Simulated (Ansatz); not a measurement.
Consider the following.

```
Nb
1.0
   -1.63600     1.63600     1.63600
    1.63600    -1.63600     1.63600
    1.63600     1.63600    -1.63600
Nb
1
Direct
  0.00000   0.00000   0.00000
```

Calculation: PBEsol, rigid bands (plane waves, PAW, scalar-relativistic; Ansatz, an electronic-structure program). Geometry: cell and atoms relaxed with PBEsol.

Predict the product ρ₀λ of resistivity and mean free path that follows from the Fermi surface's area.

3.8 ×10⁻¹⁶ Ω·m².

And the Drude plasma energy and the root-mean-square Fermi velocity at 300 K?

9.4 eV; 6.5e5 m/s.

A metal at this level (no band gap); rigid bands, thermally averaged at 300 K, both spins. Spin-orbit coupling is left out. τ is one relaxation time for all states; the product of resistivity and mean free path takes one path for all states instead.
